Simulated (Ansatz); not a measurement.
We consider C (model structure, Ibam, No. 72, 6 atoms in the cell), described by G0W0@PBEsol (plane waves, hard PAW, contour deformation; Ansatz, a quantum-chemistry and plane-wave program).

The same calculation (at the PBEsol cell, 5.658 Å³/atom) with different numerical settings; throughout: k mesh 2×2×2:

| run | response cutoff (eV) | empty bands | quasiparticle gap on the mesh (eV) | quasiparticle gap at Γ (eV) | rough time |
|---|---|---|---|---|---|
| 1 | 100 | 142 | 3.598 | 6.681 | 7 core-s |
| 2 | 150 | 260 | 3.734 | 6.741 | 10 core-s |
| 3 | 200 | 401 | 3.806 | 6.774 | 30 core-s |
| 4 | 250 | 560 | 3.843 | 6.790 | 50 core-s |
| 5 | 300 | 736 | 3.862 | 6.799 | 90 core-s |
| 6 | 400 | 1133 | 3.883 | 6.808 | 4 core-min |

In the column quasiparticle gap on the mesh (eV) the first row differs from the last by -0.285 and the next to last by -0.021.

The last row is no converged limit: other settings stay fixed.

A model structure was made by putting elements into a prototype or built by hand; it is no filed structure, need not be a known phase, and can be a saddle point held by its symmetry.
